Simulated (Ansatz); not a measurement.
Given:

```xyz
4
Lattice="3.3623 0.0000 0.0000 -1.6812 2.9118 0.0000 0.0000 0.0000 5.5670" Properties=species:S:1:pos:R:3 pbc="T T T"
B      0.0000     1.9412     2.0853
B      1.6812     0.9706     4.8688
As     0.0000     1.9412     0.0023
As     1.6812     0.9706     2.7858
```

A single point on BAs with a change (pressure −1 GPa), its geometry relaxed with PBEsol.

Calculations: PBEsol/PAW in Ansatz (a program for electronic structure), with spin-orbit coupling. Settings: 11×11×6 k-points, 0.05 eV Fermi–Dirac smearing.

Question: Predict the valence-band top at Γ and width of the top valence band.

Answer: The valence-band top at Γ (three highest Kramers pairs, from the VBM) is 0.00, -0.12, -0.48 eV. The width of the top valence band is 4.70 eV.

Single points use the geometry relaxed with PBEsol. The levels and masses belong to the bands next to the band gap. Load acts through the strain it causes; cell and atoms are relaxed under it. Stability against distortions was not tested. The cell was made from BAs in the wurtzite structure (space group P6_3mc, No. 186; a cell from a computed database, its experimental status unchecked) by this change: pressure −1 GPa. This is not the structure that BAs has at room temperature and ambient pressure.
